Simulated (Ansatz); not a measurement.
# Converging the k-point mesh at a smearing width of 0.02 eV: Ta3W (I4mm, 4 atoms in the cell)

```xyz
4
Lattice="0.0000 3.2508 3.2508 3.2508 0.0000 3.2508 3.2508 3.2508 0.0000" Properties=species:S:1:pos:R:3 pbc="T T T"
Ta     1.6254     1.6254     1.6254
Ta     4.8763     4.8763     4.8763
Ta     3.2508     3.2508     3.3008
W      0.0000     0.0000     0.0000
```

Method of the run: LDA (PW92), default PAW files made with PBE (plane waves; Ansatz, an electronic-structure program).

Base settings: basis.ecutwfc = 420 eV; kpoints.mp_grid.grid = 9 9 9; hamiltonian.xc = lda; hamiltonian.pseudopotentials = {kind: paw} (the program's default PAW files); scf.occupations.method = gaussian; scf.occupations.width = 0.1 eV.

In this ladder: scf.occupations.width = 0.02 eV.

Only quantities that move along the ladder and can be compared are tabulated.

The count of work is k-points × plane waves × bands × iterations; it is no time. Core times come from one kind of shared machine, to one figure; runs under 30 s give none.

The starting cell comes from a database of computed structures (which also holds hypothetical and non-ambient phases and stackings), without a prior relaxation at this level. Its lattice was rescaled by up to half a per cent. One atom was moved a little off its site on purpose. Spin polarisation is off. In the base run, with a pressure of about -7 GPa the cell is away from its equilibrium volume at this level. Ansatz's pressure includes its estimate of the finite-basis (Pulay) stress.

```tsv
kpoints.mp_grid.grid	free energy less the last step's (meV/atom)	pressure (GPa)	largest difference of a force vector from the last step's (eV/Å)	count of work / last	core time / last (rough)
3 3 3	-3.62	-6.29	0.237	0.0083	–
4 4 4	22.81	-5.90	0.286	0.018	–
5 5 5	17.32	-5.83	0.113	0.025	–
6 6 6	1.00	-6.49	0.008	0.041	–
7 7 7	1.99	-6.94	0.019	0.055	–
8 8 8	-0.43	-7.10	0.079	0.081	–
10 10 10	1.92	-7.44	0.037	0.14	–
12 12 12	0.32	-7.10	0.041	0.22	–
14 14 14	0.07	-7.28	0.007	0.34	0.3
17 17 17	0.19	-7.24	0.012	0.56	0.7
21 21 21	0.00	-7.27	0.000	1.0	1
```

Coarsest kpoints.mp_grid.grid that holds the pressure within 0.5 GPa of the last step, with all finer ones: 7 7 7, at 0.055 of the last step's count of work; the step before is off by 0.78 GPa.

Coarsest kpoints.mp_grid.grid that holds the forces within 0.02 eV/Å: not settled: the last two steps still differ by 0.012 eV/Å, over half the tolerance, so the ladder does not show it.

Coarsest kpoints.mp_grid.grid that holds the free energy within 0.5 meV/atom of the last step, with all finer ones: 12 12 12, at 0.22 of the last step's count of work; the step before is off by 1.9 meV/atom.

Two neighbours can agree and both be off: 4 4 4 and 5 5 5 differ by 0.07 GPa in the pressure, yet lie about 1.4 GPa from the last step.

Keys are those of Ansatz 0.2.
